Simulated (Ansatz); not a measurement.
# ZnS: pressure 0.9 GPa

Take ZnS in the wurtzite structure (space group P6_3mc, No. 186; a = 3.8453 Å, c = 6.3052 Å) as the base.

Now apply this change: cell and atoms relaxed at a pressure of 0.9 GPa.

Calculations: PBE/PAW in Ansatz (a program for electronic structure), scalar-relativistic without spin-orbit coupling. Γ-centred 10×10×5 mesh, Fermi–Dirac width 0.05 eV.

Volume per atom: 19.93 Å³ (base 20.18 Å³)
Density: 4.06 g/cm³ (base 4.01 g/cm³)
Lattice parameter a: 3.828 Å (base 3.845 Å)
c/a ratio: 1.640 (base 1.640)
Shortest interatomic distance: 2.347 Å (base 2.357 Å)
Enthalpy H = E + PV relative to the base's energy: +0.11 eV/atom
Band gap: 2.13 eV (base 2.08 eV)
Gap character: direct at Γ (base direct at Γ)
Width of the top valence band: 2.08 eV (base 2.03 eV)
Electron mass: 0.16 mₑ along c, 0.18 mₑ across (at Γ) (base 0.16 mₑ along c, 0.18 mₑ across (at Γ))
Valence-band top at Γ (three highest levels, from the VBM): 0.00, 0.00, -0.08 eV (base 0.00, 0.00, -0.07 eV)

Load acts through the strain it causes; cell and atoms are relaxed under it. Masses are band curvatures over ±0.01 Å⁻¹ around the edge. Whether these cells are dynamically stable was not tested.
